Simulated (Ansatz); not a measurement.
```
CsPbBr3
1.0
    5.67048     0.00000     0.00000
    0.00000     5.67048     0.00000
    0.00000     0.00000     5.67048
Cs Pb Br
1 1 3
Direct
  0.00000   0.00000   0.00000
  0.50000   0.50000   0.50000
  0.50000   0.00000   0.50000
  0.00000   0.50000   0.50000
  0.50000   0.50000   0.00000
```

No spin polarisation.

The values are results of DFT with LDA, PAW potentials and a 420 eV plane-wave cutoff in Ansatz (a first-principles code), without spin-orbit coupling, not measurements. Settings: 6×6×6 k-points, 0.05 eV Fermi–Dirac smearing.

Predict the hole mass, electron mass and band gap.


- Hole mass = 0.080 mₑ (at R)
- Electron mass (degenerate bands, along [100]) = 0.055, 0.62, 0.62 mₑ (at R)
- Band gap = 0.91 eV

With Pb present, leaving out spin-orbit coupling can change the band edges. Load acts through the strain it causes; cell and atoms are relaxed under it. Masses are band curvatures over ±0.01 Å⁻¹ around the edge. No phonon test of stability was made. The cell was made from CsPbBr3 in the cubic perovskite structure (space group Pm-3m, No. 221) by this change: pressure 1.5 GPa. Many cubic perovskites are stable only at high temperature; tilts and polar distortions were not tested. This is not the structure that CsPbBr3 has at room temperature and ambient pressure.
